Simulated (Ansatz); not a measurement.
# Pressure series in MoSi2

Consider MoSi2 (space group I4/mmm, No. 139; a = 3.2169 Å, c = 7.8730 Å).

Cell and atoms are relaxed at each pressure.

Calculations: plane-wave PAW DFT at the PBE level (Ansatz, a first-principles code, 420 eV), no spin-orbit coupling.

| P (GPa) | V (Å³/atom) |
|---|---|
| -2.00 | 13.716 |
| -1.00 | 13.646 |
| 0.90 | 13.520 |
| 2.10 | 13.444 |
| 4.49 | 13.297 |
| 8.99 | 13.043 |
| 14.99 | 12.741 |
| 22.48 | 12.407 |
| 29.98 | 12.113 |

### Question
Fit a third-order Birch–Murnaghan equation of state.

### Answer
Least squares on P(V) = (3B₀/2)[(V₀/V)^(7/3) − (V₀/V)^(5/3)]·[1 + (3/4)(B₀′ − 4)((V₀/V)^(2/3) − 1)] gives V₀ = 13.58 Å³/atom, B₀ = 205 GPa and B₀′ = 4.3.

Load acts through the strain it causes; cell and atoms are relaxed under it. No phonon test of stability was made. Competing high-pressure phases were not computed. The final runs are not spin-polarised.
